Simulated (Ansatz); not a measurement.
Worked example: relaxation of cell and atoms of LiZn₂CrO₄ (I4/mmm, 8 atoms in the cell) in Ansatz (a program for electronic structure).

Method of the run: PBEsol, PAW files made with PBE (plane waves; Ansatz).

```
CELL_PARAMETERS angstrom
     -2.08728     2.08728     4.43677
      2.08728    -2.08728     4.43677
      2.08728     2.08728    -4.43677
ATOMIC_POSITIONS crystal
  Li 0.00000 0.00000 0.00000
  Zn 0.25000 0.75000 0.50000
  Zn 0.75000 0.25000 0.50000
  Cr 0.50000 0.50000 0.00000
  O  0.00000 0.50000 0.50000
  O  0.50000 0.00000 0.50000
  O  0.27376 0.27376 0.00000
  O  0.72624 0.72624 0.00000
```
Moments meant for the start (each program seeds them in its own way; μB, in the order of the atoms Li Zn Zn Cr O O O O): 0.0 0.0 0.0 3.0 0.0 0.0 0.0 0.0.

Reference input (self-consistent single point, DFT, PBEsol, plane waves, PAW files made with PBE): kpoints.mp_grid.grid = 5 5 5; hamiltonian.xc = pbesol; hamiltonian.pseudopotentials = {kind: paw} (the program's default PAW files); magnetization.spin_polarized = true; scf.occupations.method = fermi_dirac; scf.occupations.width = 0.0007 Ry. This run's input differs from it in these lines:

```diff
@@ -28,2 +28,4 @@
     width: 0.0007 Ry
+relax:
+  cell: {}
 output:
```

The program printed (abridged):

```
   [... SCF lines of the steps left out ...]
relax step   1: F+E_penalty+E_count = -12360.31328466 eV  Δ(F+E_penalty+E_count) = +0.000e0 eV  max|allowed force component| = 2.902e-1 eV/Å  Δτ_max = 0.0000 Å  P = -8.599 GPa  Ω = 77.319 Å³  (13 SCF iters, dr2 threshold 1.00e-7 eV, accepted)
relax step   2: F+E_penalty+E_count = -12360.40776365 eV  Δ(F+E_penalty+E_count) = -9.448e-2 eV  max|allowed force component| = 1.139e-1 eV/Å  Δτ_max = 0.0001 Å  P = -3.686 GPa  Ω = 75.066 Å³  energy of the carried Pulay correction = +7.422e-3 eV  [...]
   [... lines left out ...]
relax step   7: F+E_penalty+E_count = -12360.42017693 eV  Δ(F+E_penalty+E_count) = -3.085e-4 eV  max|allowed force component| = 1.009e-3 eV/Å  Δτ_max = 0.0001 Å  P = -0.004 GPa  Ω = 73.518 Å³  energy of the carried Pulay correction = +2.596e-4 eV  [...]
relax step   8: F+E_penalty+E_count = -12360.41997063 eV  Δ(F+E_penalty+E_count) = +2.063e-4 eV  max|allowed force component| = 9.518e-4 eV/Å  Δτ_max = 0.0000 Å  P = -0.007 GPa  Ω = 73.518 Å³  stress off target by 8.88e-3 GPa  SCF on the basis [...]
basis re-selected at this cell: Δ(F+E_penalty+E_count) = +2.063e-4 eV, ΔP = -0.003 GPa vs the last step
the relaxation is at rest under the 16 symmetry operations that the run kept from its start: a minimum is not shown …
the relaxation's final electronic state is not compared with the one that a single-point calculation of its input finds at the relaxed geometry …
   [... lines left out ...]
Absolute magnetization: 3.1607 μB (∫|ρ↑−ρ↓|, with the PAW one-centre terms)
Free energy (F): -12360.419971 eV
Fermi energy:    11.080154 eV
  cell:  # Å, volume = 73.5182 Å³
   [... lines left out ...]
    - { symbol: Cr, position: [0.5000000000000001, 0.5000000000000001, 2.0964142588745282e-34] }
    - { symbol: O, position: [7.636482822001135e-22, 0.5, 0.5] }
    - { symbol: O, position: [0.5, 7.636482822001379e-22, 0.5] }
    - { symbol: O, position: [0.2737140780204639, 0.2737140780204639, 2.0391508478384193e-34] }
    - { symbol: O, position: [0.7262859219795365, 0.7262859219795365, 2.13668212764198e-35] }
```

The run converged. 

Summary of the result:
| Property | Value |
|---|---|
| Free energy E − TS (on the zero of these files) | -12360.4200 eV |
| Pressure | -0.01 GPa |
| Size of the cell's spin moment | 3.00 μB |
| Final cell | a = 5.238 Å, b = 5.238 Å, c = 5.238 Å, α = 133.84°, β = 133.84°, γ = 67.33° |
| Final volume per atom | 9.19 Å³ |
| Relaxation steps | 8 |

The starting cell comes from a database of computed structures (which also holds hypothetical and non-ambient phases and stackings), without a prior relaxation at this level. With one magnetic atom in the cell only a parallel order is possible. The relaxation keeps the symmetry of its start, so its end need not be a minimum. Ansatz's pressure includes its estimate of the finite-basis (Pulay) stress. Without the estimate this run gives -0.56 GPa.

Cost on one core of a shared machine: roughly 90 s.

Keys are those of Ansatz 0.2.
